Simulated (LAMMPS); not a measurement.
An MD run on Cu (fcc), 2048 atoms, at 810 K and 2 GPa, heated as the crystal.

All values are model results, not measurements: classical MD, pair style eam/alloy, file Cu_zhou.eam.alloy, run in LAMMPS.

| Quantity | Value |
|---|---|
| state found | crystal; no diffusion seen in 30 ps |
| density | 8.8201 ± 0.0003 g/cm³ |
| volume per atom | 11.9637 ± 0.0004 Å³/atom |
| enthalpy per atom | -3.1746 ± 0.0002 eV/atom |
| first peak of g(r) | 2.53 Å, height 4.3 |
| coordination number | 12.1 (counted to 3.14 Å) |
| most common Cu-Cu-Cu angle | at the 3° bin centred on 58.5°, after smoothing over three bins (mean of all 97°) |
| mean frequency of the vibrational (phonon) density of states | 4.6 THz |
| cost | roughly 15 core-minutes |

Potential: file Cu_zhou.eam.alloy of the LAMMPS distribution; its header cites Zhou et al, Acta Mater, 49, 4005 (2001).

Caution: a run this short can hold a crystal over, or a liquid under, the potential's own melting point, which these runs don't give.

States go by the mean squared displacement: a species diffuses where it passes 1.5 Å², still rises and gives D over 1e-6 cm²/s; a crystal has left its structure where atoms lie 0.35 Å off their sites on average or a cubic box changes its shape by 3 %, or the axial ratios of another lie 8 % off the starting cell's, which the potential's own relaxation can also do.

The ± values are statistical; the model's systematic error is not in them.

```tsv
angle (°)	probability per degree, Cu-Cu-Cu
43.50	0.0000
46.50	0.0005
49.50	0.0029
52.50	0.0099
55.50	0.0212
58.50	0.0289
61.50	0.0265
64.50	0.0175
67.50	0.0088
70.50	0.0035
73.50	0.0015
76.50	0.0015
79.50	0.0031
82.50	0.0059
85.50	0.0094
88.50	0.0114
91.50	0.0110
94.50	0.0086
97.50	0.0056
100.5	0.0032
103.5	0.0024
106.5	0.0035
109.5	0.0070
112.5	0.0126
115.5	0.0182
118.5	0.0213
121.5	0.0203
124.5	0.0159
127.5	0.0105
130.5	0.0057
133.5	0.0028
136.5	0.0013
139.5	0.0006
142.5	0.0003
145.5	0.0001
148.5	0.0001
151.5	0.0001
154.5	0.0001
157.5	0.0004
160.5	0.0010
163.5	0.0022
166.5	0.0041
169.5	0.0062
172.5	0.0073
175.5	0.0061
178.5	0.0024
```
